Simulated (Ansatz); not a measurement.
**Effect of pressure 2.1 GPa on ZnO**

Start from ZnO in the wurtzite structure (space group P6_3mc, No. 186; a = 3.2352 Å, c = 5.2114 Å).

Now apply this change: a hydrostatic pressure of 2.1 GPa.

Computed with DFT with r2SCAN, PAW potentials and a 500 eV plane-wave cutoff in Ansatz (an electronic-structure program), scalar-relativistic without spin-orbit coupling. k-mesh 12×12×7 (Γ-centred); smearing 0.05 eV (Fermi–Dirac).

- Density = 5.80 g/cm³ (base 5.72 g/cm³)
- Lattice parameter a = 3.221 Å (base 3.235 Å)
- c/a ratio = 1.610 (base 1.611)
- Shortest interatomic distance = 1.961 Å (base 1.970 Å)
- Enthalpy H = E + PV relative to the base's energy = +0.15 eV/atom
- Band gap = 1.26 eV (base 1.24 eV)
- Gap character = direct at Γ (base direct at Γ)
- Electron mass = 0.19 mₑ (at Γ) (base 0.19 mₑ (at Γ))
- Valence-band top at Γ (three highest levels, from the VBM) = 0.00, 0.00, -0.10 eV (base 0.00, 0.00, -0.10 eV)

Final structure:

```yaml
crystal:
  lattice:
    - [3.22091, 0.00000, 0.00000]
    - [-1.61045, 2.78939, 0.00000]
    - [0.00000, 0.00000, 5.18655]
  atoms:
    - { symbol: Zn, position: [0.66667, 0.33333, 0.00246] }
    - { symbol: Zn, position: [0.33333, 0.66667, 0.50246] }
    - { symbol: O, position: [0.66667, 0.33333, 0.62274] }
    - { symbol: O, position: [0.33333, 0.66667, 0.12274] }
```

Load acts through the strain it causes; cell and atoms are relaxed under it. Effective masses come from finite differences of ±0.01 Å⁻¹. Whether these cells are dynamically stable was not tested. Tetrahedral semiconductors of this kind turn to denser phases somewhere between about 1 and 50 GPa; those were not computed, so compressed cells here can lie past the real transition.
